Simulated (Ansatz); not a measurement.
**TlBr: energy against volume**

TlBr (CsCl type, Pm-3m, 33.294 Å³/atom and stress up to 0.01 GPa in the relaxed cell, cube axes along x, y and z) under an equal strain ε along all three axes. PBE in Ansatz, a plane-wave DFT program (PAW, default set), 420 eV, 8×8×8 Γ-centred mesh, Fermi-Dirac smearing 0.05 eV; ions are relaxed, or left where forces stay under 0.02 eV/Å, within the symmetry of each cell.

Here V stands for volume and E for E less E0.

```csv
volume (Å³/atom),E less E0 (meV/atom),pressure (GPa)
30.3867,?,?
31.3363,7.91,1.38
31.8184,4.34,0.99
32.3054,1.87,0.63
32.7973,0.45,0.30
33.2942,0.00,-0.01
33.7961,0.47,-0.29
34.3031,1.80,-0.55
34.8151,3.95,-0.79
35.3321,6.85,-1.01
```

**Question.** Using the third-order Birch-Murnaghan form, a cubic in V^(-2/3), estimate the missing E at V = 30.3867 from the other rows, showing the fit.

**Answer.** With u = V^(-2/3) - 0.0967, the rows have u = 0.0039085, 0.0028897, 0.0018863, 0.0008981, -0.0000754, -0.0010344, -0.0019794, -0.0029104, -0.0038275. Least squares gives E = 0.001 + 52.9·u + 492703·u² + 2947277·u³. Residuals (row less fit): 0.000, 0.001, -0.004, 0.002, 0.000, 0.000, -0.004, 0.002, -0.001; standard error 0.003 (degrees of freedom: 5). Its minimum lies at u = -0.0000537, so V0 = (0.0966463)^(-3/2) = 33.28. There d²E/du² = 984500 and d³E/du³ = 1.768e7, so B0 = (4/9) × 33.28^(-7/3) × 984500 × 0.160218 = 19.7 GPa (the last factor turns the table's units into GPa), and B0' = 4 + (2/3) × 0.0966463 × (1.768e7)/984500 = 5.2. B0' rests on the cubic coefficient alone and has a standard error of 0.1 from these residuals. At the withheld row, u = 0.0059938, so E = 0.001 + 52.9 × 0.0059938 + 492703 × 0.0059938² + 2947277 × 0.0059938³ = 18.653 meV/atom. The calculation gives 18.63 meV/atom, 0.023 meV/atom below the prediction (0.1 % of the range of E in the table). The row lies outside the fitted rows, so this is an extrapolation. The scatter of the fitted rows lies at the last printed digit.

The primitive cell can neither tilt nor turn polar against its symmetry, as such crystals can under strain. Spin-orbit coupling is left out, which can shift these values for the heavy elements here. Other structures, which can take over under pressure, weren't tried. The same form fitted to the pressure column gives B0' = 5.1; series where the two differ by over 0.4 aren't shown. Rows are the converged runs of the series near zero and its far end, less any whose ions stayed unrelaxed beside relaxed ones; series whose fitted rows scatter by over a few per cent of the range, as at a crossing or softening among them, aren't shown in this form.
